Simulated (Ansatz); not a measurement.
End structure of N on the 1x1 (0001) surface of hcp Y, one in a 2x2 cell, started at the site 'hollow Y-Y-Y over Y at depth 2.8 Å':

```xyz
17
Lattice="7.3154 0.0000 0.0000 -3.6577 6.3353 0.0000 0.0000 0.0000 28.0000" Properties=species:S:1:pos:R:3 pbc="T T T"
Y      1.8288     1.0559     9.7832
Y      0.0000     4.2235     9.7832
Y      5.4865     1.0559     9.7832
Y      3.6577     4.2235     9.7832
Y      0.0000     2.1118    12.5498
Y     -1.8288     5.2794    12.5498
Y      3.6577     2.1118    12.5498
Y      1.8288     5.2794    12.5498
Y      1.8288     1.0559    15.6125
Y     -0.0149     4.2149    15.3958
Y      5.4865     1.0731    15.3958
Y      3.6726     4.2149    15.3958
Y     -0.0125     2.1190    18.2873
Y     -1.8288     5.2649    18.2873
Y      3.6702     2.1190    18.2873
Y      1.8288     5.2794    18.0656
N      1.8288     1.0559    18.1517
```

Slab: 17 atoms, 8.4 Å thick at the start under the adsorbate (thin: gaps and levels are the slab's own); k 5x5x1, smearing 0.1 eV, dipole-corrected; single point; on the structure that PBE left under its start's symmetry; no spin, no spin-orbit, no U, no dispersion correction. At the end it is bonded to 4 Y. In PBE it is, or lies within 0.03 eV of, the lowest of the starts that converged; the order may differ at this level.

A negative adsorption energy means that the adsorbate is more stable on the surface than in its reference.

**Question.** What adsorption energy against ½ N2(g) at the same level does r2SCAN, at the PBE geometry run with Ansatz (a first-principles code) give?

**Answer.** -3.37 eV

**Question.** What work function of the top face does r2SCAN, at the PBE geometry give?

**Answer.** 3.39 eV

**Question.** What change of the step from the bottom to the top vacuum level, against the clean slab does r2SCAN, at the PBE geometry give?

**Answer.** 0.006 eV

**Question.** Estimate the change of the work function that r2SCAN, at the PBE geometry returns for this input.

**Answer.** 0.005 eV
